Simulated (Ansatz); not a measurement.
Worked example: self-consistent single point of AsP (P4/nmm, 4 atoms in the cell) in Ansatz (a quantum-chemistry and plane-wave program).

Level of theory: PBEsol-D3BJ, default PAW files made with PBE (plane waves; Ansatz).

```
AsP
1.0
    4.04756     0.00000     0.00000
    0.00000     4.04756     0.00000
    0.00000     0.00000     5.10027
As P
2 2
Direct
  0.50000   0.00000   0.23680
  0.00000   0.50000   0.76320
  0.00000   0.00000   0.00000
  0.50000   0.50000   0.00000
```

Reference input (self-consistent single point, DFT, PBE, plane waves, default PAW files): basis.ecutwfc = 420 eV; kpoints.mp_grid.grid = 7 7 5; kpoints.mp_grid.shift = 0.5 0.5 0.5; hamiltonian.xc = pbe; hamiltonian.pseudopotentials = {kind: paw} (the program's default PAW files); scf.occupations.method = gaussian; scf.occupations.width = 0.1 eV. This run's input differs from it in these lines:

Ansatz 0.2 input:
```diff
@@ -16,3 +16,4 @@
 hamiltonian:
-  xc: pbe
+  xc: pbesol
+  dispersion: d3bj
   pseudopotentials: { kind: paw }
```

The program printed (abridged):

```
SCF iter   1: F=—  HF=-11105.481304 eV  |F-HF|=—  |Δ(HF+E_count)|=         —  Δρ=2.79e-3  dr2=5.46e-3  ethr=1.77e-3  ⟨swp⟩=7.0  Hψ=3598  notcnv=0
all-band conjugate gradients solve this SCF's bands
preconditioner: auto → Resta (q_TF=auto, 2.413 Å⁻¹)
SCF iter   2: F=—  HF=-11105.479604 eV  |F-HF|=—  |Δ(HF+E_count)|=   1.70e-3  Δρ=1.65e-3  dr2=2.06e-3  ethr=1.36e-5  ⟨swp⟩=3.1  Hψ=1643  notcnv=0  defer=3
   [... lines left out ...]
SCF iter   6: F=—  HF=-11105.479694 eV  |F-HF|=—  |Δ(HF+E_count)|=   9.95e-7  Δρ=1.54e-5  dr2=2.87e-7  ethr=8.75e-9  ⟨swp⟩=3.0  Hψ=1373  notcnv=0  defer=3
SCF iter   7: F=-11105.479694 eV  HF=-11105.479694 eV  |F-HF|=6.08e-9  |Δ(HF+E_count)|=   7.31e-8  Δρ=2.85e-6  dr2=7.54e-9  ethr=2.50e-10  ⟨swp⟩=7.3  Hψ=3436  notcnv=0
the last iteration of the SCF fills more bands at one k-point than at another …
SCF 1 converged in 7 iterations: F = -11105.479694 eV  dr2 = 7.54e-9
Free energy (F): -11105.479694 eV
Internal energy: -11105.477203 eV  (E = F + TS)
E sigma→0 (E₀):  -11105.478449 eV
Entropy (-TS):   -0.002490 eV (-0.623 meV/atom)
Fermi energy:    9.056872 eV
--- Forces (eV/Å), atoms counted from 1 ---
  atom   1  As     0.00000000     0.00000000     0.68639951
  atom   2  As     0.00000000     0.00000000    -0.68639951
  atom   3  P      0.00000000     0.00000000    -0.00000000
  atom   4  P      0.00000000     0.00000000     0.00000000
--- Stress (GPa, compression-positive) ---
       15.223156       0.000000       0.000000
        0.000000      15.223156       0.000000
        0.000000       0.000000      -0.941602
  P = ⅓ Tr σ = 9.8349 GPa (98.349 kbar)
  The stress holds the Pulay correction. Without it, at fixed plane waves, as pw.x and ABINIT print it: P = 9.8062 GPa
```

The run converged in 7 iterations. Against the reference run the pressure goes from 15.25 to 9.83 GPa and the largest force goes from 0.793 to 0.686 eV/Å.

The starting cell was generated: these elements placed on a structure prototype, without a prior relaxation; it need not be a known phase or ordering of this composition. With a pressure of about 10 GPa the cell is away from its equilibrium volume at this level. Ansatz's pressure includes its estimate of the finite-basis (Pulay) stress. The run gives no clean gap (levels at the Fermi energy touch, overlap or are partly filled at this smearing), which alone does not show that the compound is a metal.
